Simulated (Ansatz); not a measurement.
## Pressure series in MgZn2

Start from MgZn$_{2}$ (space group P6_3/mmc, No. 194; a = 5.135 Å, c = 8.338 Å).

Cell and atoms are relaxed at each pressure.

The values are results of PBEsol, PAW, 420 eV (Ansatz, a quantum-chemistry and plane-wave program; no spin-orbit coupling), not measurements.

Two rows of this table had their results exchanged by mistake.

| pressure | volume per atom (Å³) | shortest distance (Å) | band gap |
|---|---|---|---|
| pressure −2 GPa | 16.34 | 2.547 | zero |
| pressure −1 GPa | 16.09 | 2.534 | zero |
| pressure 0.3 GPa | 15.80 | 2.518 | zero |
| pressure 0.7 GPa | 15.72 | 2.514 | zero |
| pressure 1.5 GPa | 14.96 | 2.471 | zero |
| pressure 3 GPa | 15.29 | 2.490 | zero |
| pressure 5 GPa | 15.56 | 2.505 | zero |
| pressure 7.5 GPa | 14.60 | 2.450 | zero |
| pressure 10 GPa | 14.28 | 2.431 | zero |

Task: Which two?

Result: The rows for pressure 1.5 GPa and pressure 5 GPa: the volume has to fall steadily with pressure, so 15.56 Å³ belongs to pressure 1.5 GPa and 14.96 Å³ to pressure 5 GPa.

Load acts through the strain it causes; cell and atoms are relaxed under it. No phonon test of stability was made. No other phases were tried under pressure.
